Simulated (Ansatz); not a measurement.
GaAl₃N₄ (model structure, P3m1, No. 156, 8 atoms in the cell): properties by level of theory

```json
[
 {"level (code)": "LDA (Ansatz)", "lattice constant a (Å)": "3.104", "c axis length (Å)": "9.999", "bulk modulus B0 (GPa)": "209", "cohesive energy (eV/atom)": "6.31"},
 {"level (code)": "PBE (Ansatz)", "lattice constant a (Å)": "3.151", "c axis length (Å)": "10.163", "bulk modulus B0 (GPa)": "189", "cohesive energy (eV/atom)": "5.39"},
 {"level (code)": "PBEsol (Ansatz)", "lattice constant a (Å)": "3.130", "c axis length (Å)": "10.082", "bulk modulus B0 (GPa)": "198", "cohesive energy (eV/atom)": "5.78"},
 {"level (code)": "r²SCAN (Ansatz)", "lattice constant a (Å)": "3.125", "c axis length (Å)": "10.073", "bulk modulus B0 (GPa)": "208", "cohesive energy (eV/atom)": "5.48"}
]
```

Caveats: the bulk modulus is −V dP/dV from two relaxed cells at ±2 % in volume (LDA, PBE, PBEsol, r²SCAN). Ansatz's density-functional and Hartree–Fock values are scalar-relativistic unless marked +SOC, with PAW data made under PBE.

Free atoms are spin-polarised, in the lowest state found; at levels without +SOC their spin–orbit coupling is left out.

Static lattice: no zero-point or thermal effects.

A model structure was made by putting elements into a prototype or built by hand; it is no filed structure, need not be a known phase, and can be a saddle point held by its symmetry.

Ansatz is an electronic-structure program.
